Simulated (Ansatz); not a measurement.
Electronic density of states of amorphous Si24O47, density 2.20 g/cm³, on a 2×2×2 Γ-centred mesh with a Gaussian width of 0.1 eV; energies count from the Fermi level, whose place inside the gap is arbitrary. Cell and mesh are small, so fine structure isn't converged. Computed with PBE, scalar-relativistic without spin-orbit coupling (plane waves to 420 eV, PAW; Ansatz, a first-principles code). Sampling: a 2×2×2 Γ-centred mesh; Fermi-Dirac width 0.02 eV; no spin polarisation. The usual formal charges leave 2 electrons over, so the level spacing at the Fermi energy parts defect or band states and needn't be the band gap. At PBE the levels at the filled edge of the gap are localised (band-tail or defect states), and the nearest spread-out levels lie 5.2 eV apart at the zone centre.

Preparation: random packing, a CHGNet melt and quench, and a DFT relaxation. O atoms were pushed apart under 1.9 Å during the dynamics, to hinder bonds among them. The hot cell started wider than the set density and was brought back towards it in steps. It is the lowest in DFT energy of 2 quenches. It is a model cell: composition and starting density were chosen by hand, and all elements were melted together. No dispersion term was used. Its density started from a set value of 2.20 and ended at 2.20 g/cm³. The simulated quench (nominally 400 K/ps over its main leg) is rapid and tends to freeze in more defects than a deposited or slowly cooled glass has. One small periodic cell is one sample of the glass; other quenches scatter about these values. The volume was held where the preparation left it, at a PBE pressure of -0.2 GPa (tension). Stress components on the final sampling reach 1.4 GPa. On a 2×2×2 Γ-centred mesh force components of up to 0.25 eV/Å stay, since the relaxation ran on the zone centre alone.

```
E - EF (eV)  states/(eV atom)
-----------  ----------------
-12.00                   0.23
-11.90                   0.21
-11.80                   0.18
-11.70                   0.17
-11.60                   0.16
-11.50                   0.17
-11.40                   0.18
-11.30                   0.18
-11.20                   0.17
-11.10                   0.20
-11.00                   0.19
-10.90                   0.22
-10.80                   0.23
-10.70                   0.21
-10.60                   0.21
-10.50                   0.23
-10.40                   0.26
-10.30                   0.30
-10.20                   0.36
-10.10                   0.43
-10.00                   0.52
-9.90                    0.53
-9.80                    0.54
-9.70                    0.58
-9.60                    0.62
-9.50                    0.58
-9.40                    0.54
-9.30                    0.46
-9.20                    0.26
-9.10                    0.12
-9.00                    0.22
-8.90                    0.22
-8.80                    0.08
-8.70                    0.13
-8.60                    0.19
-8.50                    0.30
-8.40                    0.34
-8.30                    0.25
-8.20                    0.31
-8.10                    0.45
-8.00                    0.56
-7.90                    0.47
-7.80                    0.29
-7.70                    0.29
-7.60                    0.38
-7.50                    0.46
-7.40                    0.52
-7.30                    0.56
-7.20                    0.62
-7.10                    0.66
-7.00                    0.72
-6.90                    0.83
-6.80                    0.79
-6.70                    0.71
-6.60                    0.72
-6.50                    0.81
-6.40                    0.84
-6.30                    0.77
-6.20                    0.75
-6.10                    0.79
-6.00                    0.82
-5.90                    0.78
-5.80                    0.81
-5.70                    0.87
-5.60                    0.88
-5.50                    0.81
-5.40                    0.73
-5.30                    0.75
-5.20                    0.82
-5.10                    0.83
-5.00                    0.74
-4.90                    0.66
-4.80                    0.63
-4.70                    0.64
-4.60                    0.55
-4.50                    0.38
-4.40                    0.21
-4.30                    0.05
-4.20                    0.15
-4.10                    0.29
-4.00                    0.21
-3.90                    0.15
-3.80                    0.04
-3.70                    0.00
-3.60                    0.00
-3.50                    0.00
-3.40                    0.00
-3.30                    0.00
-3.20                    0.00
-3.10                    0.00
-3.00                    0.00
-2.90                    0.00
-2.80                    0.00
-2.70                    0.00
-2.60                    0.00
-2.50                    0.00
-2.40                    0.00
-2.30                    0.00
-2.20                    0.00
-2.10                    0.00
-2.00                    0.00
-1.90                    0.00
-1.80                    0.00
-1.70                    0.00
-1.60                    0.00
-1.50                    0.00
-1.40                    0.00
-1.30                    0.00
-1.20                    0.00
-1.10                    0.00
-1.00                    0.00
-0.90                    0.05
-0.80                    0.14
-0.70                    0.09
-0.60                    0.01
-0.50                    0.00
-0.40                    0.00
-0.30                    0.00
-0.20                    0.00
-0.10                    0.00
0.00                     0.00
0.10                     0.00
0.20                     0.00
0.30                     0.00
0.40                     0.00
0.50                     0.00
0.60                     0.00
0.70                     0.02
0.80                     0.02
0.90                     0.03
1.00                     0.04
1.10                     0.06
1.20                     0.06
1.30                     0.05
1.40                     0.04
1.50                     0.03
1.60                     0.05
1.70                     0.05
1.80                     0.08
1.90                     0.09
2.00                     0.07
2.10                     0.12
2.20                     0.10
2.30                     0.08
2.40                     0.13
2.50                     0.14
2.60                     0.12
2.70                     0.11
2.80                     0.17
2.90                     0.24
3.00                     0.20
3.10                     0.17
3.20                     0.24
3.30                     0.23
3.40                     0.21
3.50                     0.30
3.60                     0.35
3.70                     0.34
3.80                     0.38
3.90                     0.41
4.00                     0.43
4.10                     0.45
4.20                     0.49
4.30                     0.54
4.40                     0.48
4.50                     0.46
```

The level spacing at the Fermi energy on this mesh is 1.48 eV; the broadening fills part of it in the curve.
